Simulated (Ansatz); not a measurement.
**How far PBE and r2SCAN part for HfO2, pressure −1 GPa**

Take HfO2 (space group P4_2/nmc, No. 137; a = 3.6048 Å, c = 5.2650 Å) as the base.

(Cell as relaxed with PBE.)

Levels (all Ansatz, a quantum-chemistry and plane-wave program, PAW, earlier PAW set): PBE (420 eV, without spin-orbit coupling); r2SCAN (500 eV, no spin-orbit coupling).

Each level relaxes its own structure.

```
base                      PBE    r2SCAN
-------------------  --------  --------
volume per atom      11.40 Å³  11.10 Å³
lattice parameter a   3.605 Å   3.577 Å
band gap              4.67 eV   5.27 eV
```

Now apply this change: a negative pressure, −1 GPa.

```
quantity              PBE    r2SCAN
---------------  --------  --------
volume per atom  11.47 Å³  11.15 Å³
band gap          4.67 eV   5.27 eV
```

PBE's volume per atom lies 0.32 Å³ above r2SCAN's (2.8 %); PBE's band gap lies 0.594 eV below r2SCAN's. Neither level is exact; r2SCAN is the comparison here, not a measurement.

Spin-orbit coupling, missing from the scalar runs, can matter with Hf. Load acts through the strain it causes; cell and atoms are relaxed under it. Stability against distortions was not tested. This is not the structure that HfO2 has at room temperature and ambient pressure.
